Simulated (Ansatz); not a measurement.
Consider GaN in the zinc blende structure (space group F-43m, No. 216; a = 4.498 Å).

Computed with Kohn–Sham DFT with the PBEsol functional, run in Ansatz (a program for electronic structure) with PAW and 420 eV plane waves, no SOC.

Base values:

| Property | Result |
|---|---|
| Valley order | Γ 1.70 eV; X along ⟨100⟩ 3.22 eV |

It is then changed as follows: 0.455 electrons added to each cell, a density of 2.0×10^22 cm⁻³, with a uniform compensating background at fixed cell and a 300 K Fermi–Dirac width.

Q: How does this affect the Fermi level from band edge and valley order?

A: The Fermi level relative to the doped band's edge (positive inside the band; to 0.05 eV) comes out as +2.85 eV; the valley order (the lowest conduction-band minima on the path, energy above the VBM, named in the base's zone) goes from Γ 1.70 eV; X along ⟨100⟩ 3.22 eV to Γ 1.52 eV; X along ⟨100⟩ 2.91 eV.

Carriers are added with a uniform compensating background; total energy and stress of such cells depend on the potential's zero and are not compared; many-body gap narrowing is missing at this level. The levels and masses belong to the bands next to the band gap. No phonon test of stability was made. This is not the structure that GaN has at room temperature and ambient pressure.
